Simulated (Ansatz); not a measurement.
Input:

```
CELL_PARAMETERS angstrom
     -2.97285     2.97285     6.03466
      2.97285    -2.97285     6.03466
      2.97285     2.97285    -6.03466
ATOMIC_POSITIONS crystal
  Hg 0.00000 0.00000 0.00000
  Hg 0.75000 0.25000 0.50000
  Zn 0.25000 0.75000 0.50000
  Sn 0.50000 0.50000 0.00000
  S  0.60841 0.64220 0.52787
  S  0.11433 0.08054 0.47213
  S  0.35780 0.88567 0.96621
  S  0.91946 0.39159 0.03379
```

No spin polarisation.

All numbers come from plane-wave PAW DFT at the PBE level (Ansatz, an electronic-structure program, 420 eV), scalar-relativistic without spin-orbit coupling. Settings: 8×8×8 k-points, 0.05 eV Fermi–Dirac smearing.

Question: What is the computed band gap?

Answer: 0.79 eV.

Question: What smallest direct gap does the calculation give?

Answer: 1.29 eV.

Spin-orbit coupling, missing from the scalar runs, can matter with Hg. Whether these cells are dynamically stable was not tested. The cell was made from ZnCu2SnS4 by this change: Cu → Hg; the result is a hypothetical phase, not in the database extracts checked.
